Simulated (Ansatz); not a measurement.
This Ansatz (an electronic-structure program) input is the reference run, TiB₂ (space group P6/mmm, No. 191), computed with LDA (Ansatz), no spin-orbit coupling:

Ansatz 0.2 input:
```yaml
crystal:
  lattice:
    - [2.9939204224, 0, 0]
    - [-1.4969602112, 2.5928111427, 0]
    - [0, 0, 3.1595337947]
  atoms:
    - { symbol: Ti, position: [0, 0, 0] }
    - { symbol: B, position: [0.6666666667, 0.3333333333, 0.5] }
    - { symbol: B, position: [0.3333333333, 0.6666666667, 0.5] }
basis: { ecutwfc: 420, ecutrho_ratio: 4, xc_grid: 2, fft_grid_basis: typed }
kpoints: { mp_grid: { grid: [13, 13, 10] } }
hamiltonian:
  xc: lda
  dispersion: none
  pseudopotentials: { kind: paw }
scf: { occupations: { method: fermi_dirac, width: 0.05 }, convergence: { dr2_threshold: 0.0000000003 } }
output: { forces: true, stress: true }
checkpoint: { write: state.ck, write_every: 1000 }
```

**Question.** Write the input for this change: uniaxial strain ε_xx = −0.50 %, all other strain components held at zero; the atoms relax in the strained cell.

**Answer.** 
Ansatz 0.2 input:
```yaml
crystal:
  lattice:
    - [2.9789508203, 0, 0]
    - [-1.4894754101, 2.5928111427, 0]
    - [0, 0, 3.1595337947]
  atoms:
    - { symbol: Ti, position: [0, 0, 0] }
    - { symbol: B, position: [0.6666666667, 0.3333333333, 0.5] }
    - { symbol: B, position: [0.3333333333, 0.6666666667, 0.5] }
basis: { ecutwfc: 420, ecutrho_ratio: 4, xc_grid: 2, fft_grid_basis: typed }
kpoints: { mp_grid: { grid: [13, 13, 10] } }
hamiltonian:
  xc: lda
  dispersion: none
  pseudopotentials: { kind: paw }
scf: { occupations: { method: fermi_dirac, width: 0.05 }, convergence: { dr2_threshold: 0.0000000003 } }
relax: { f_tol: 0.005, max_steps: 50 }
output: { forces: true, stress: true }
checkpoint: { write: state.ck, write_every: 1000 }
```
This is the input that was run.

A case with no gap was solved on a k-mesh chosen for an insulator, which is coarse for it. Stability against distortions was not tested. The final runs are not spin-polarised.
